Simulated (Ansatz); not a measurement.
A computed series for FeCo: pressure series

Start from FeCo in the CsCl type structure (space group Pm-3m, No. 221; a = 2.800 Å; ferromagnetic).

Cell and atoms are relaxed at each pressure.

Calculations: PBEsol, PAW, 420 eV (Ansatz, a first-principles code; without spin-orbit coupling).

```
pressure (GPa)  volume per atom (Å³/atom)
--------------  -------------------------
-2                                 11.083
-1                                      ?
0                                  10.980
0.9                                10.935
2.1                                10.878
4.5                                10.766
9                                  10.573
15                                 10.342
30                                  9.870
```

Problem. Fit the third-order Birch–Murnaghan form P(V) = (3B₀/2)[(V₀/V)^(7/3) − (V₀/V)^(5/3)]·[1 + (3/4)(B₀′ − 4)((V₀/V)^(2/3) − 1)] (squares taken in P) to the rows shown and predict the withheld row.

Solution. Least squares on the printed values gives V₀ = 10.980 Å³/atom, B₀ = 217 GPa, B₀′ = 4.9; this predicts 11.031 Å³/atom, and the run gives 11.030 Å³/atom, in agreement.

The magnetic state is the one reached from the starting moments; the real material's order can differ, and small cells can't hold many antiferromagnetic ones. Load acts through the strain it causes; cell and atoms are relaxed under it. Whether these cells are dynamically stable was not tested. Competing high-pressure phases were not computed.
